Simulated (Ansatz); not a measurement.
System: Ge-vacancy pair (Ge on one host Al site, one Al site vacant) in wurtzite AlN (charge state -2). Level of theory: PBE, PAW (plane waves to 420 eV; Ansatz, a first-principles code).

Cell of 72 host sites held at the relaxed PBE lattice; the Γ point alone; Fermi-Dirac width 0.01 eV, spin-restricted; finite-size errors left in. Energies are static. The charge state is imposed; whether it is stable for some Fermi level was not computed. Forms of the defect that were not tried may lie lower.

Barriers: single points on a 2×2×2 k-point mesh shifted by half a step along c at the bands' geometries (they differ from the bands' own by up to 0.19 eV, and are uncertain by about as much).

The step: a nearby Al atom hops onto the vacant site (Ge-vacancy distance between ideal sites 3.09 → 5.40 Å); the atom moves 3.01 Å along (-0.96, -0.96, 0.00) of the unit cell; the moving atom starts with neighbours N at 1.80, 2 N at 1.92, N at 1.94 Å and ends with N at 1.79, N at 1.91, N at 1.93, N at 1.94 Å.

### Question
What migration barrier of this step does PBE, PAW give?

### Answer
2.24 eV forward and 1.78 eV backward. At the saddle the moving atom has neighbours N at 1.77, N at 2.15, N at 2.20, N at 2.25, N at 2.30 Å. The saddle point's order was not checked.
